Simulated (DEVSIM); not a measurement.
Device: W/HfO2/SiO2/n-Si capacitor, at 300 K.

```tsv
layer (left to right)	material	thickness (nm)	Nd (cm⁻³)
1	HfO2	2.70	-
2	SiO2	0.720	-
3	Si	890	4.2e17
```

Metal gate on the left, work function 4.6 eV. Fixed charge at the semiconductor interface 0 cm⁻² (in units of +e); interface traps 6.1e11 cm⁻² eV⁻¹, uniform in energy, neutral level at 0.5 of the gap above the valence band.

Constants are typed, rounded textbook-type inputs, not results; the design itself was drawn at random and stands for no fabricated device. Values at 300 K.

| parameter | HfO2 | SiO2 | Si |
|---|---|---|---|
| gap (eV) | 5.7 | 9 | 1.124 |
| affinity (eV) | 2.5 | 0.9 | 4.05 |
| permittivity | 22 | 3.9 | 11.7 |
| Nc (cm⁻³) | - | - | 2.86e19 |
| Nv (cm⁻³) | - | - | 3.1e19 |

Model (solved in DEVSIM): 1D Poisson equation in equilibrium, Boltzmann statistics, complete ionisation; no quantum confinement or tunnelling. Metal contacts follow the ideal Schottky-Mott rule: no Fermi-level pinning, no interface dipoles.

**Question.** Tabulate band edges, carrier densities and field at -0.2 V on the gate.

**Answer.** Energies count from the Fermi level of the right contact; mesh points crowd at the junctions.

```
x (μm)     Ec (eV)  Ev (eV)  n (cm⁻³)  p (cm⁻³)  field (V/cm)
---------  -------  -------  --------  --------  ------------
0.000        2.300   -3.400     < 1e2     < 1e2       -140000
0.0007868    2.289   -3.411     < 1e2     < 1e2       -140000
0.001661     2.276   -3.424     < 1e2     < 1e2       -140000
0.002466     2.265   -3.435     < 1e2     < 1e2       -140000
0.003115     3.827   -5.173     < 1e2     < 1e2       -800000
0.003781     0.644   -0.480     4.4e8    2.6e11       -260000
0.005155     0.609   -0.515     1.7e9    6.9e10       -250000
0.009237     0.513   -0.611    6.9e10     1.7e9       -220000
0.01598      0.378   -0.746    1.3e13   9200000       -180000
0.02835      0.208   -0.916    9.2e15     13000        -98000
0.05357      0.112   -1.012    3.7e17       310         -5200
0.1259       0.109   -1.015    4.2e17       280           ≈ 0
0.2372       0.109   -1.015    4.2e17       280           ≈ 0
0.4632       0.109   -1.015    4.2e17       280           ≈ 0
0.7155       0.109   -1.015    4.2e17       280           ≈ 0
0.8004       0.109   -1.015    4.2e17       280           ≈ 0
0.8467       0.109   -1.015    4.2e17       280           ≈ 0
0.8694       0.109   -1.015    4.2e17       280           ≈ 0
0.8841       0.109   -1.015    4.2e17       280           ≈ 0
0.8893       0.109   -1.015    4.2e17       280           ≈ 0
0.8918       0.109   -1.015    4.2e17       280           ≈ 0
0.8934       0.109   -1.015    4.2e17       280           ≈ 0
```
